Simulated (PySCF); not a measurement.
PySCF 2.14.0, unrestricted WB97X/def2-svp, df: Hf(OH)3 ([OH][Hf]([OH])[OH]), charge 0, multiplicity 2, 7 atoms. The geometry is a generated start, not checked to be a minimum at this level.

```yaml
task: energy
method: wb97x
basis: def2-svp
two_electron_scheme: density fitting
mol.max_memory: 3000 MB
mf.max_cycle: 100
mf.init_guess: minao (default)
mf.DIIS: CDIIS (default)
mf.diis_space: 8 (default)
mf.conv_tol: 1e-09 (default)
mf.grids.level: 3 (default)
effective_core_potentials: those of the basis set, past Kr
basis_functions: 89
grid_points: 95464
```

```xyz
7

Hf     0.1039    -0.2639     0.2829
O      1.6014    -0.3687    -0.8185
H      1.6626     0.2360    -1.5694
O     -0.4280    -1.0697     1.8703
H     -1.2687    -0.8054     2.2677
O     -0.9817     0.9660    -0.5892
H     -0.6894     1.3057    -1.4438
```

Charge 0 and multiplicity 2 are set for this test and not shown to be the ground state.

One run each on 2 threads, 1 BLAS thread. Values of level_shift (Hartree) tried: 0 (default), 0.1, 0.3, 1.

How does the count of Fock builds change with level_shift (Hartree), and where is it least?

Fewest Fock builds: 0 (default) with 15. The count rises to 39 at 1. All converge to one solution.

```
level_shift (Hartree)  Fock builds            end
---------------------  -----------  -------------
0 (default)                     15  same solution
0.1                             17  same solution
0.3                             21  same solution
1                               39  same solution
```
